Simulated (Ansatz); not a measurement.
Fe (P6₃/mmc, No. 194, 2 atoms in the cell; start mp-136; another form than the element's usual one) was calculated with LDA (Ansatz, a quantum-chemistry and plane-wave program, PAW).

Run with plane-wave cutoff 520 eV, 24×24×14 k mesh (along the axes of the cell as run), Fermi–Dirac smearing 0.05 eV, no spin polarisation, scalar-relativistic PAW data made under PBE.

Cell (relaxed at this level):

Fe is taken in the hexagonal space group P6₃/mmc (No. 194), the hcp (Mg type) structure, Pearson symbol hP2. Cell: a = 2.407 Å, b = 2.407 Å, c = 3.804 Å, α = 90.00°, β = 90.00°, γ = 120.00°. Fe on 2c sees 12 Fe at 2.356–2.407 Å (anticuboctahedral). (Neighbours: up to the widest gap in distance over summed covalent radii, below 1.35, at either atom.)

Question: Give the computed bulk modulus.

Answer: 
- bulk modulus = 350 GPa

Note: the run has no spin polarisation, so it can have missed a magnetic state; the bulk modulus is −V dP/dV from two relaxed cells at ±2 % in volume; the relaxation could not lower the start's symmetry, so the cell can be a saddle point above a distorted one.

The computed numbers hold no vibrational or temperature effects.

A start named mp-… is a Materials Project structure, which need not be a measured phase.
